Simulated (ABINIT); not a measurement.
A self-consistent single point of ZnCu₂SnS₄ (I-4, 8 atoms in the cell) with ABINIT.

Level of theory: PBE, PAW (JTH v2.0 PBE PAW) (plane waves; ABINIT 10.0.3).

The change in words: lattice scaled by 0.98. Reference geometry:
```yaml
crystal:
  lattice:
    - [-2.63860, 2.63860, 5.27809]
    - [2.63860, -2.63860, 5.27809]
    - [2.63860, 2.63860, -5.27809]
  atoms:
    - { symbol: Zn, position: [0.75000, 0.25000, 0.50000] }
    - { symbol: Cu, position: [0.00000, 0.00000, 0.00000] }
    - { symbol: Cu, position: [0.25000, 0.75000, 0.50000] }
    - { symbol: Sn, position: [0.50000, 0.50000, 0.00000] }
    - { symbol: S, position: [0.36432, 0.37124, 0.47758] }
    - { symbol: S, position: [0.62876, 0.10634, 0.99308] }
    - { symbol: S, position: [0.89366, 0.88674, 0.52242] }
    - { symbol: S, position: [0.11326, 0.63568, 0.00692] }
```

Reference input (self-consistent single point, DFT, PBE, plane waves, PAW (JTH v2.0 PBE PAW)): pseudos = [Zn.GGA_PBE-JTH.xml, Cu.GGA_PBE-JTH.xml, Sn.GGA_PBE-JTH.xml, S.GGA_PBE-JTH.xml]; ecut = 816 eV; pawecutdg = 1633 eV; pawxcdev = 0; ixc = 11; occopt = 3; tsmear = 0.00183747 Ha; ngkpt = 5 5 5; nshiftk = 1; shiftk = 0 0 0; potentials = JTH v2.0 PBE PAW; nband = 55. This run's input differs from it in these lines:

```diff
@@ -3,7 +3,7 @@
 pseudos "Zn.GGA_PBE-JTH.xml, Cu.GGA_PBE-JTH.xml, Sn.GGA_PBE-JTH.xml, S.GGA_PBE-JTH.xml"
-acell 12.2150989080 12.2150989080 12.2150989080
+acell 11.9707966830 11.9707966830 11.9707966830
 rprim
-        -0.4082019811    0.4082019811    0.8165428864
-         0.4082019811   -0.4082019811    0.8165428864
-         0.4082019811    0.4082019811   -0.8165428864
+        -0.4082019832    0.4082019832    0.8165428843
+         0.4082019832   -0.4082019832    0.8165428843
+         0.4082019832    0.4082019832   -0.8165428843
 natom 8
@@ -23,2 +23,3 @@
 pawecutdg 1633 eV
+pawovlp -1
 pawxcdev 0
```

Log, with long lists cut:

```
--- !BeginCycle
solver: {iscf: 17, nstep: 50, nline: 4, wfoptalg: 10, }
tolerances: {toldfe: 1.00E-09, }
...

     iter   Etot(hartree)      deltaE(h)  residm     nres2
 ETOT  1  -552.24826010540    -5.522E+02 6.149E+01 1.572E+02
 ETOT  2  -572.58493463564    -2.034E+01 1.737E+00 1.708E+03
 ETOT  3  -571.46640813292     1.119E+00 4.068E-01 1.270E+02
 ETOT  4  -571.41763366172     4.877E-02 1.571E-01 1.422E+02
 ETOT  5  -571.44273783881    -2.510E-02 5.735E-02 8.139E+01
   [... 15 lines left out ...]
 ETOT 21  -571.34239991215    -5.221E-09 8.343E-04 1.656E-06
 ETOT 22  -571.34239991349    -1.344E-09 5.497E-04 1.041E-06
 ETOT 23  -571.34239991273     7.661E-10 1.042E-03 2.717E-07
 ETOT 24  -571.34239991239     3.391E-10 4.665E-04 6.936E-08
 At SCF step   24, etot is converged :
  for the second time, diff in etot=  3.391E-10 < toldfe=  1.000E-09

 Cartesian components of stress tensor (hartree/bohr^3)
  sigma(1 1)= -5.88339685E-04  sigma(3 2)=  0.00000000E+00
  sigma(2 2)= -5.88339685E-04  sigma(3 1)=  0.00000000E+00
  sigma(3 3)= -5.88310051E-04  sigma(2 1)=  0.00000000E+00

 ----iterations are completed or convergence reached----

 reduced coordinates (array xred) for    8 atoms
       0.750000000000      0.250000000000      0.500000000000
       0.000000000000      0.000000000000      0.000000000000
       0.250000000000      0.750000000000      0.500000000000
       0.500000000000      0.500000000000      0.000000000000
       0.364320000000      0.371240000000      0.477580000000
       0.628760000000      0.106340000000      0.993080000000
   [... lines left out ...]
 Fermi (or HOMO) energy (hartree) =   0.28688   Average Vxc (hartree)=  -0.38134
 Fermi (or HOMO) energy (eV) =   7.80644   Average Vxc (eV)= -10.37678
   [... lines left out ...]
'-kT*entropy'       : -5.70942613169252E-07
total_energy        : -5.71342369156918E+02
total_energy_eV     : -1.55470165226107E+04
...

-Cartesian components of stress tensor (GPa)         [Pressure=  1.7309E+01 GPa]
- sigma(1 1)= -1.73095482E+01  sigma(3 2)=  0.00000000E+00
- sigma(2 2)= -1.73095482E+01  sigma(3 1)=  0.00000000E+00
- sigma(3 3)= -1.73086764E+01  sigma(2 1)=  0.00000000E+00

 Calculation completed.
```

The run converged in 24 iterations. Against the reference run the free energy goes up by 90.0 meV/atom, the pressure goes from 9.48 to 17.31 GPa, the largest force goes from 0.390 to 0.621 eV/Å and the gap on the mesh goes from 0.457 to 0.708 eV.

The starting cell comes from a database of computed structures (which also holds hypothetical and non-ambient phases and stackings), without a prior relaxation at this level. Its lattice was rescaled by a random factor within 2.5 % of one. For this run, on top of that: lattice scaled by 0.98. With a pressure of about 17 GPa the cell is away from its equilibrium volume at this level.

Cost on one core of a shared machine: roughly 10 min.
